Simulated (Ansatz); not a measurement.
The reference is ZnSe in the zinc blende structure (space group F-43m, No. 216; a = 5.666 Å).

Level of theory: r2SCAN in Ansatz (plane waves to 500 eV, PAW, scalar-relativistic without spin-orbit coupling), earlier PAW set.

Its conduction minimum is a single valley at Γ with mass 0.12 mₑ.

Perturbation: 0.227 electrons added to each cell, a density of 5.0×10^21 cm⁻³, with a uniform compensating background at fixed cell and a 300 K Fermi–Dirac width.

Where would a parabolic band put the Fermi level, and where does the calculation put it?

k_F = (3π²n)^(1/3) = 0.529 Å⁻¹, so ħ²k_F²/2m = 8.6 eV above the band edge at zero temperature. The calculation gives 1.70 eV (to 0.05 eV): the band is strongly non-parabolic or higher valleys fill at this density.

Carriers are added with a uniform compensating background; total energy and stress of such cells depend on the potential's zero and are not compared; many-body gap narrowing is missing at this level. The levels and masses belong to the bands next to the band gap. Masses are band curvatures over ±0.01 Å⁻¹ around the edge. No phonon test of stability was made.

Ansatz is an electronic-structure program.
